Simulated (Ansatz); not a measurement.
## Mo: stress against strain

Mo (bcc, Im-3m, 15.062 Å³/atom at rest, cube axes along x, y and z) under a strain ε along a cube axis (axis z), the other axes held. LDA in Ansatz, a plane-wave DFT program (PAW, default set), 420 eV, 30×30×30 Γ-centred mesh, Fermi-Dirac smearing 0.10 eV; ions are relaxed within the symmetry of each cell. Stress is positive for a compressed cell.

Here s stands for strain and y for stress zz.

```
strain (%)  stress zz (GPa)
----------  ---------------
-1.50                  8.10
-1.00                  5.32
-0.50                  2.62
0.00                   0.00
0.50                  -2.53
1.00                  -4.98
1.50                  -7.35
3.00                      ?
```

Taking a straight line for y over the 7 complete rows: Means: s 0, y 0.169. About the means, the sum of products is -36.050 and the sum of squares of s is 7.0000; the slope is their ratio. Least squares gives y = 0.169 - 5.1500·s. Residuals (row less fit): 0.206, 0.001, -0.124, -0.169, -0.124, 0.001, 0.206; standard error 0.170 (degrees of freedom: 5). The slope gives the elastic constant C11 = 515 ± 6 GPa.

Question: Estimate the missing y (s = 3.00); what did the run itself give?

Answer: y = 0.169 - 5.1500 × 3.0 = -15.281 GPa. The calculation gives -13.96 GPa, 1.321 GPa above the prediction (6.0 % of the range of y in the table). The row lies outside the fitted rows, so this is an extrapolation. From the scatter of the fitted rows alone, a prediction at this place has a standard error of 0.265 GPa, so the miss is 5.0 times that.

One order more, fitted to all 13 runs of the series, follows each within 0.01, so the miss is the next term of a smooth law. In a metal these values are sensitive to mesh and smearing; energies are taken to zero smearing, stresses follow the free energy. Rows are the converged runs of the series near zero and its far end; series whose fitted rows scatter by over a few per cent of the range, as at a crossing or softening among them, aren't shown in this form. Most that stay on the fit to the last digits aren't either.
